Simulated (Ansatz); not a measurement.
The parent structure is Al2O3 in the corundum structure (space group R-3c, No. 167; a = 4.774 Å, c = 13.015 Å (hexagonal axes)).

Computed with PBEsol in Ansatz (plane waves to 420 eV, PAW, spin-orbit coupling left out).

Base values:

| Item | Result |
|---|---|
| Valence-band top at Γ | 0.00, -0.04, -0.04 eV |
| Electron mass | 0.40 mₑ along c, 0.37 mₑ across (at Γ) |
| Band gap | 6.03 eV |
| Pressure | 0.00 GPa |

Perturbation: every lattice vector is stretched by 0.75 %; the atoms relax in the strained cell.

### Question
What does the calculation give for the valence-band top at Γ, electron mass, energy relative to the base, band gap and pressure after the change?

### Answer
The valence-band top at Γ (three highest levels, from the VBM) changes from 0.00, -0.04, -0.04 eV to 0.00, -0.03, -0.03 eV; the electron mass goes from 0.40 mₑ along c, 0.37 mₑ across (at Γ) to 0.38 mₑ along c, 0.36 mₑ across (at Γ); the energy rises by 3.2 meV/atom; the band gap decreases by 0.27 eV (6.03 eV → 5.76 eV); the pressure (mean of the normal stresses, compression positive) goes from zero to -5.19 GPa.

Masses are band curvatures over ±0.01 Å⁻¹ around the edge. Whether these cells are dynamically stable was not tested.

Ansatz is a program for electronic structure.
